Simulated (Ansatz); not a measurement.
For CdTe (model structure, within 0.1 Å of Fm-3m, No. 225, 8 atoms in the cell), PBEsol in Ansatz (plane waves, PAW) gives:

```
Property                        Value
---------------------  --------------
volume per atom         26.99 Å³/atom
enthalpy of formation  -0.265 eV/atom
```

### Question
What does PBE-D3(BJ) (Ansatz, an electronic-structure program, plane waves, PAW) give for the same quantities?

### Answer

- equilibrium volume per atom: 27.30 Å³/atom (rises by 1.1 %)
- formation enthalpy: -0.281 eV/atom (moves by -0.016 eV/atom)

Changes are worked out from the printed values.

Unless a cell is named, each level is at its own relaxed cell (PBEsol 26.99, PBE-D3(BJ) 27.30 Å³/atom).

Levels without +SOC leave out spin–orbit coupling, which shifts energies and cells of such heavy elements.

Ansatz's density-functional and Hartree–Fock values are scalar-relativistic unless marked +SOC, with PAW data made under PBE.

A model structure was made by putting elements into a prototype or built by hand; it is no filed structure, need not be a known phase, and can be a saddle point held by its symmetry.
